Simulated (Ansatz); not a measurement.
Output of an Ansatz run (abridged):

```
WARN ansatz: RAYON_NUM_THREADS=1 ignored (pool sized by the plan → 1); use --threads N
Pseudopotentials: kind: paw
Pseudopotential: Y, paw, valence charge 11
Pseudopotential: Mg, paw, valence charge 10
Crystal: 4 atoms, lattice volume = 97.237 Å³
Basis set: ecut = 420.4159175005146 eV, 1917 PW (Γ)
Bands: 25, of which v1, the nominal top of the filled ones, is band 21 counted from 1 (20 counted from 0)
Symmetry: 48 space group operations
Space group: Fm-3m (ITA 225), of the structure as read, at distance tolerance 4.6e-5 Å
k-points: 16 of 216
PAW frozen core: Y, regenerated for the run's functional, and the local potential with it
PAW frozen core: Mg, regenerated for the run's functional, and the local potential with it
Initial density: superposition of atomic densities (neutral atoms: chi_scale 0, normalization atom), corrected by the library's trained network
Initial wavefunctions: pseudopotential atomic-orbital guess
Eigensolver: davidson
Functional: x = slater, c = lda
SCF iter   1: F=—  HF=-9450.773369 eV  |F-HF|=—  |Δ(HF+E_count)|=         —  Δρ=6.11e-3  dr2=1.19e-2  ethr=1.77e-3  ⟨swp⟩=5.1  Hψ=1585  notcnv=0
all-band conjugate gradients solve this SCF's bands
preconditioner: auto → Kerker (q_TF=auto, 2.363 Å⁻¹)
SCF iter   2: F=—  HF=-9450.762262 eV  |F-HF|=—  |Δ(HF+E_count)|=   1.11e-2  Δρ=2.59e-3  dr2=2.77e-3  ethr=2.89e-5  ⟨swp⟩=2.0  Hψ=801  notcnv=0
SCF iter   3: F=—  HF=-9450.761506 eV  |F-HF|=—  |Δ(HF+E_count)|=   7.55e-4  Δρ=7.37e-4  dr2=4.66e-4  ethr=6.77e-6  ⟨swp⟩=2.0  Hψ=608  notcnv=0
SCF iter   4: F=—  HF=-9450.761488 eV  |F-HF|=—  |Δ(HF+E_count)|=   1.81e-5  Δρ=1.37e-4  dr2=2.19e-5  ethr=1.14e-6  ⟨swp⟩=1.4  Hψ=412  notcnv=0
SCF iter   5: F=—  HF=-9450.761482 eV  |F-HF|=—  |Δ(HF+E_count)|=   6.08e-6  Δρ=1.50e-5  dr2=1.43e-7  ethr=5.33e-8  ⟨swp⟩=3.0  Hψ=730  notcnv=0
SCF iter   6: F=-9450.761482 eV  HF=-9450.761482 eV  |F-HF|=3.34e-9  |Δ(HF+E_count)|=   4.50e-8  Δρ=3.29e-6  dr2=1.15e-8  ethr=2.44e-10  ⟨swp⟩=4.9  Hψ=1410  notcnv=0
SCF 1 converged in 6 iterations: F = -9450.761482 eV  dr2 = 1.15e-8
SCF converged after 6 iterations
Free energy (F): -9450.761482 eV
Harris-Foulkes:  -9450.761482 eV  (|F-HF|=3.34e-9)
Internal energy: -9450.690606 eV  (E = F + TS)
E sigma→0 (E₀):  -9450.726044 eV
Entropy (-TS):   -0.070876 eV (-17.719 meV/atom)
Fermi energy:    6.942193 eV
--- Per-component energies (eV) ---
  E_band       = -1170.402952
  E_kinetic    = 531.444329
  E_local      = -5430.540201  (includes V_loc(G=0)·N_el)
  E_nonlocal   = 343.785470
  E_hartree    = 1917.870717
  E_xc         = -256.295619
  E_vxc        = -308.521835  (∫ρ·V_xc dr)
  E_paw        = -3538.030754  (= ΣΔE_a)
  E_vpaw       = -142.308609  (= ΣTr[D̂ρ^β])
  E_aug_tail   = 0.000002  (compensation charges beyond the density's cutoff)
  E_ewald      = -3019.705574
  E_core_change = 0.781024  (= ΣΔE_core)
  E_smearing   = -0.070876  (= −TS)
  E_closure    = -0.000000  (closes the sum)
  Σ components = -9450.761482   (vs F -9450.761482, Δ=0.00e0)
--- Forces (eV/Å), atoms counted from 1 ---
  atom   1  Y     -0.00000000     0.00000000    -0.00000000
   [... zero for the other atoms too ...]
  max |Σ_I F_I| component: 8.10e-18 eV/Å
--- Stress (GPa, compression-positive) ---
       -2.402505       0.000000      -0.000000
        0.000000      -2.402505       0.000000
        0.000000       0.000000      -2.402505
  P = ⅓ Tr σ = -2.4025 GPa (-24.025 kbar)
  The stress holds the Pulay correction. Without it, at fixed plane waves, as pw.x and ABINIT print it: P = -2.4055 GPa
--- Band table (eV; the first three rows and the last of 16) ---
  k-point 0: bands = ["-68.0640", "-67.9440", "-67.9437", "-35.8659", "-35.4888", "-35.4888", "-35.4888", "-35.3731", "-35.3731", "-35.3731", "-35.3697", "-35.3697", "-35.3697", "-15.9250", "-15.9250", "-15.9250", "0.6319", "6.3237", "6.3237", [...]
  k-point 1: bands = ["-68.0640", "-67.9440", "-67.9437", "-35.8663", "-35.4888", "-35.4888", "-35.4887", "-35.3728", "-35.3728", "-35.3727", "-35.3699", "-35.3699", "-35.3696", "-15.9286", "-15.9255", "-15.9255", "0.8938", "5.5959", "6.3746", [...]
  k-point 2: bands = ["-68.0640", "-67.9439", "-67.9438", "-35.8671", "-35.4889", "-35.4889", "-35.4886", "-35.3722", "-35.3722", "-35.3718", "-35.3704", "-35.3704", "-35.3696", "-15.9358", "-15.9265", "-15.9265", "1.6495", "4.2153", "6.2622", [...]
  k-point 15: bands = ["-68.0640", "-67.9439", "-67.9438", "-35.8679", "-35.4891", "-35.4890", "-35.4886", "-35.3734", "-35.3719", "-35.3705", "-35.3704", "-35.3698", "-35.3696", "-15.9368", "-15.9323", "-15.9301", "3.5618", "3.7906", "4.3246", [...]
```

The structure:

```xyz
4
Lattice="0.0000 3.6498 3.6498 3.6498 0.0000 3.6498 3.6498 3.6498 0.0000" Properties=species:S:1:pos:R:3 pbc="T T T"
Y      0.0000     0.0000     0.0000
Mg     1.8249     1.8249     1.8249
Mg     5.4747     5.4747     5.4747
Mg     3.6498     3.6498     3.6498
```

Question: Write an input that gives this output.

Answer: Other spellings and defaults could give the same log, and not every line can be read from it. The input that was run (DFT, LDA (PW92), plane waves, default PAW files made with PBE):

Ansatz 0.2 input:
```yaml
# YMg3
crystal:
  lattice:
    - [0.000000, 3.649785, 3.649785]
    - [3.649785, 0.000000, 3.649785]
    - [3.649785, 3.649785, 0.000000]
  atoms:
    - { symbol: Y, position_ang: [0.000000, 0.000000, 0.000000] }
    - { symbol: Mg, position_ang: [1.824893, 1.824893, 1.824893] }
    - { symbol: Mg, position_ang: [5.474678, 5.474678, 5.474678] }
    - { symbol: Mg, position_ang: [3.649785, 3.649785, 3.649785] }
basis:
  ecutwfc: 30.9 Ry
kpoints:
  mp_grid: { grid: [6, 6, 6] }
hamiltonian:
  xc: lda
  pseudopotentials: { kind: paw }
scf:
  occupations: { method: gaussian, width: 0.02 Ry }
output:
  forces: true
  eigenvalues: true
  stress: true
```

The starting cell comes from a database of computed structures (which also holds hypothetical and non-ambient phases and stackings), without a prior relaxation at this level. Ansatz's pressure includes its estimate of the finite-basis (Pulay) stress.

Ansatz is an electronic-structure program.
